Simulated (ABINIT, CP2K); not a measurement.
An ABINIT input for a self-consistent single point of ZrAs (P6_3/mmc, 8 atoms in the cell) (DFT, PBEsol, plane waves, norm-conserving pseudopotentials (PseudoDojo nc-sr-04 PBEsol standard)):

```
# ZrAs, PseudoDojo nc-sr-04 PBEsol standard
pp_dirpath "./"
pseudos "Zr.upf, As.upf"
acell 3*1.0
rprim
         7.3133329739   -0.0000005363    0.0000000000
        -3.6566660226    6.3335324099    0.0000000000
         0.0000000000    0.0000000000   24.6051695571
natom 8
ntypat 2
znucl 40 33
typat 1 1 1 1 2 2 2 2
xred
         0.3333333333    0.6666666667    0.1165400000
         0.6666666667    0.3333333333    0.8834600000
         0.6666666667    0.3333333333    0.6165400000
         0.3333333333    0.6666666667    0.3834600000
         0.0000000000    0.0000000000    0.0000000000
         0.0000000000    0.0000000000    0.5000000000
         0.3333333333    0.6666666667    0.7500000000
         0.6666666667    0.3333333333    0.2500000000
ecut 42
occopt 7
tsmear 0.1 eV
nband 67
kptopt 1
ngkpt 5 5 2
nshiftk 1
shiftk 0 0 0
nstep 50
tolvrs 1.0e-11
prtwf 0
prtden 0
prtvol 1
enunit 1
```

Write the same calculation as an input for CP2K.

This is the input that was run; spellings and numerical settings could be chosen otherwise.

```
&GLOBAL
  PROJECT scf
  RUN_TYPE ENERGY_FORCE
  PRINT_LEVEL MEDIUM
&END GLOBAL
&FORCE_EVAL
  METHOD Quickstep
  STRESS_TENSOR ANALYTICAL
  &DFT
    BASIS_SET_FILE_NAME BASIS_MOLOPT
    POTENTIAL_FILE_NAME GTH_POTENTIALS
    &QS
      METHOD GPW
      EPS_DEFAULT 1E-10
    &END QS
    &MGRID
      CUTOFF 500
      REL_CUTOFF 50
      NGRIDS 5
    &END MGRID
    &SCF
      SCF_GUESS ATOMIC
      EPS_SCF 1E-6
      MAX_SCF 100
      ADDED_MOS 12
      &DIAGONALIZATION
        ALGORITHM STANDARD
      &END DIAGONALIZATION
      &MIXING
        METHOD BROYDEN_MIXING
        ALPHA 0.3
        NBUFFER 8
        BETA 1.5
      &END MIXING
      &SMEAR ON
        METHOD GAUSSIAN
        SIGMA [eV] 0.1
      &END SMEAR
    &END SCF
    &KPOINTS
      SCHEME MONKHORST-PACK 5 5 2
      GAMMA_CENTERED T
    &END KPOINTS
    &XC
      &XC_FUNCTIONAL
        &PBE
          PARAMETRIZATION PBESOL
        &END PBE
      &END XC_FUNCTIONAL
    &END XC
    &PRINT
      &MO
        EIGENVALUES T
        OCCUPATION_NUMBERS T
        NDIGITS 8
        FILENAME mo
        &EACH
          QS_SCF 0
        &END EACH
        ADD_LAST NUMERIC
      &END MO
      &MULLIKEN ON
      &END MULLIKEN
    &END PRINT
  &END DFT
  &SUBSYS
    &CELL
      A 3.87004900 0.00000000 0.00000000
      B -1.93502400 3.35156100 0.00000000
      C 0.00000000 0.00000000 13.02049500
      PERIODIC XYZ
    &END CELL
    &COORD
      SCALED
      Zr       0.33333300     0.66666700     0.11654000
      Zr       0.66666700     0.33333300     0.88346000
      Zr       0.66666700     0.33333300     0.61654000
      Zr       0.33333300     0.66666700     0.38346000
      As       0.00000000     0.00000000     0.00000000
      As       0.00000000     0.00000000     0.50000000
      As       0.33333300     0.66666700     0.75000000
      As       0.66666700     0.33333300     0.25000000
    &END COORD
    &KIND Zr
      BASIS_SET DZVP-MOLOPT-SR-GTH-q12
      POTENTIAL GTH-PBE-q12
    &END KIND
    &KIND As
      BASIS_SET DZVP-MOLOPT-SR-GTH-q5
      POTENTIAL GTH-PBE-q5
    &END KIND
  &END SUBSYS
  &PRINT
    &FORCES ON
    &END FORCES
    &STRESS_TENSOR ON
    &END STRESS_TENSOR
  &END PRINT
&END FORCE_EVAL
```

Basis, cutoffs, solver keys and any potentials are the target program's own. This input uses DFT PBEsol, GPW, DZVP-MOLOPT-SR-GTH basis, GTH-PBE potentials (GTH_POTENTIALS).

The starting cell comes from a database of computed structures (which also holds hypothetical and non-ambient phases and stackings), without a prior relaxation at this level. Its lattice was rescaled by a random factor within 2.5 % of one.
